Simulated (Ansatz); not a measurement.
CaZrN₂ (model structure, started from the beta NaFeO2 type, Pna2₁, No. 33, 16 atoms in the cell), treated with PBEsol+SOC in Ansatz (plane waves, PAW).

Numerical settings: plane-wave cutoff 520 eV, 4×4×6 k mesh (along the axes of the cell as run), Fermi–Dirac smearing 0.01 eV, PAW data made under PBE.

Cell (relaxed with PBEsol):

Space group Pna2₁ (No. 33); a = 6.493 Å, b = 8.065 Å, c = 4.661 Å, α = β = γ = 90.00°

| atom | site | symmetry | x | y | z |
|---|---|---|---|---|---|
| Ca | 4a | 1 | 0.4256 | 0.1191 | 0.4429 |
| Zr | 4a | 1 | 0.0695 | 0.1269 | 0.9502 |
| N | 4a | 1 | 0.0646 | 0.1077 | 0.4281 |
| N | 4a | 1 | 0.1062 | 0.6538 | 0.4388 |

Question: Estimate the band gap that the calculation returns.

Answer: 
band gap: 1.12 eV (on the SCF k mesh)

Note: the relaxation could raise the start's symmetry but not lower it, so the cell can be a saddle point.

The computed numbers hold no vibrational or temperature effects.

Cost on a shared machine: around 13 core-minutes (rough).

A model structure was made by putting elements into a prototype or built by hand; it is no filed structure, need not be a known phase, and can be a saddle point held by its symmetry.

Ansatz is an electronic-structure program.
